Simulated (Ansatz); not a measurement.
The (10-10) face of wurtzite ZnO can be cut between different planes. Symmetric, stoichiometric slabs relaxed in the 1x1 cell (17.4 Å²): top plane O + Zn, 0.95 Å over the next in the ideal cut; top plane O + Zn, 1.89 Å over the next in the ideal cut.

The numbers are results of PBE (plane waves to 420 eV, PAW; Ansatz, a program for electronic structure), not measurements.

### Question
Order them by surface energy (lowest first) at the level PBE.

### Answer
the cut with an outer spacing of 0.95 Å (0.84 J/m²), the cut with an outer spacing of 1.89 Å (2.26 J/m²)
